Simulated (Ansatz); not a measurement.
We consider BP (model structure, started from the BeO type, P4₂/mnm, No. 136, 8 atoms in the cell), described by LDA (PAW; Ansatz, a program for electronic structure).

From the output:

```
Crystal: 8 atoms, lattice volume = 95.596 Å³
Basis set: ecut = 520 eV, 2599 PW (Γ), exchange–correlation on 90×90×48 points (8 copies of the dense FFT grid, shifted against one another)
Bands: 24, of which v1, the nominal top of the filled ones, is band 16 counted from 1 (15 counted from 0)
Symmetry: 16 space group operations
Space group: P42/mnm (ITA 136), of the structure as read, at distance tolerance 4.6e-5 Å
k-points: 60 of 360
Functional: x = slater, c = lda
SCF iter   1: F=—  HF=-3505.342083 eV  |F-HF|=—  |Δ(HF+E_count)|=         —  Δρ=5.15e-3  dr2=1.79e-2
SCF iter   2: F=—  HF=-3505.339314 eV  |F-HF|=—  |Δ(HF+E_count)|=   2.77e-3  Δρ=2.40e-3  dr2=2.71e-3
  ...
SCF iter   6: F=—  HF=-3505.339017 eV  |F-HF|=—  |Δ(HF+E_count)|=   7.07e-7  Δρ=6.17e-6  dr2=1.81e-8
SCF iter   7: F=-3505.339017 eV  HF=-3505.339017 eV  |F-HF|=2.44e-10  |Δ(HF+E_count)|=   1.62e-9  Δρ=5.11e-7  dr2=3.30e-10
SCF 1 converged in 7 iterations: F = -3505.339017 eV  dr2 = 3.30e-10
SCF converged after 7 iterations
Free energy (F): -3505.339017 eV
Internal energy: -3505.339017 eV  (E = F + TS)
E sigma→0 (E₀):  -3505.339017 eV
Fermi energy:    9.138527 eV
--- Stress (GPa, compression-positive) ---
        0.000704       0.000000       0.000000
        0.000000       0.000704       0.000000
        0.000000       0.000000      -0.004713
  P = ⅓ Tr σ = -0.0011 GPa (-0.011 kbar)
```

Write an input file that could have produced this run (the log leaves some choices open).

This is not unique; one that fits is 
Ansatz 0.2 input:
```yaml
crystal:
  lattice:
    - [5.4944877975, 0.0, 0.0]
    - [0.0, 5.4944877975, 0.0]
    - [0.0, 0.0, 3.1665273402]
  atoms:
    - { symbol: B, position: [0.3214688021, 0.6785311979, 0.0] }
    - { symbol: B, position: [0.6785311979, 0.3214688021, 0.0] }
    - { symbol: B, position: [0.8214688021, 0.8214688021, 0.5] }
    - { symbol: B, position: [0.1785311979, 0.1785311979, 0.5] }
    - { symbol: P, position: [0.3192569468, 0.3192569468, 0.0] }
    - { symbol: P, position: [0.6807430532, 0.6807430532, 0.0] }
    - { symbol: P, position: [0.1807430532, 0.8192569468, 0.5] }
    - { symbol: P, position: [0.8192569468, 0.1807430532, 0.5] }
basis:
  ecutwfc: 520
  ecutrho_ratio: 4
  xc_grid: 2
kpoints:
  mp_grid: { grid: [6, 6, 10] }
  band_path:
    path:
      - [0.0, 0.0, 0.0]
      - [0.0, 0.1, 0.0]
      - [0.0, 0.2, 0.0]
      - [0.0, 0.3, 0.0]
      - [0.0, 0.4, 0.0]
      - [0.0, 0.5, 0.0]
      - [0.1, 0.5, 0.0]
      - [0.2, 0.5, 0.0]
      - [0.3, 0.5, 0.0]
      - [0.4, 0.5, 0.0]
      - [0.5, 0.5, 0.0]
      - [0.428571, 0.428571, 0.0]
      - [0.357143, 0.357143, 0.0]
      - [0.285714, 0.285714, 0.0]
      - [0.214286, 0.214286, 0.0]
      - [0.142857, 0.142857, 0.0]
      - [0.071429, 0.071429, 0.0]
      - [0.0, 0.0, 0.05]
      - [0.0, 0.0, 0.1]
      - [0.0, 0.0, 0.15]
      - [0.0, 0.0, 0.2]
      - [0.0, 0.0, 0.25]
      - [0.0, 0.0, 0.3]
      - [0.0, 0.0, 0.35]
      - [0.0, 0.0, 0.4]
      - [0.0, 0.0, 0.45]
      - [0.0, 0.0, 0.5]
      - [0.0, 0.1, 0.5]
      - [0.0, 0.2, 0.5]
      - [0.0, 0.3, 0.5]
      - [0.0, 0.4, 0.5]
      - [0.0, 0.5, 0.5]
      - [0.1, 0.5, 0.5]
      - [0.2, 0.5, 0.5]
      - [0.3, 0.5, 0.5]
      - [0.4, 0.5, 0.5]
      - [0.5, 0.5, 0.5]
      - [0.428571, 0.428571, 0.5]
      - [0.357143, 0.357143, 0.5]
      - [0.285714, 0.285714, 0.5]
      - [0.214286, 0.214286, 0.5]
      - [0.142857, 0.142857, 0.5]
      - [0.071429, 0.071429, 0.5]
      - [0.0, 0.5, 0.05]
      - [0.0, 0.5, 0.1]
      - [0.0, 0.5, 0.15]
      - [0.0, 0.5, 0.2]
      - [0.0, 0.5, 0.25]
      - [0.0, 0.5, 0.3]
      - [0.0, 0.5, 0.35]
      - [0.0, 0.5, 0.4]
      - [0.0, 0.5, 0.45]
      - [0.5, 0.5, 0.05]
      - [0.5, 0.5, 0.1]
      - [0.5, 0.5, 0.15]
      - [0.5, 0.5, 0.2]
      - [0.5, 0.5, 0.25]
      - [0.5, 0.5, 0.3]
      - [0.5, 0.5, 0.35]
      - [0.5, 0.5, 0.4]
      - [0.5, 0.5, 0.45]
    npoints: 1
hamiltonian:
  xc: lda
  dispersion: none
  pseudopotentials: { kind: paw }
scf:
  occupations: { method: fermi_dirac, width: 0.01 }
  convergence: { dr2_threshold: 0.0000000008 }
output:
  forces: true
  stress: true
  eigenvalues: true
  write_bands: true
```

The PAW data were made under PBE.

Note: the relaxation could raise the start's symmetry but not lower it, so the cell can be a saddle point.

The result took very roughly 15 core-seconds.

A model structure was made by putting elements into a prototype or built by hand; it is no filed structure, need not be a known phase, and can be a saddle point held by its symmetry.
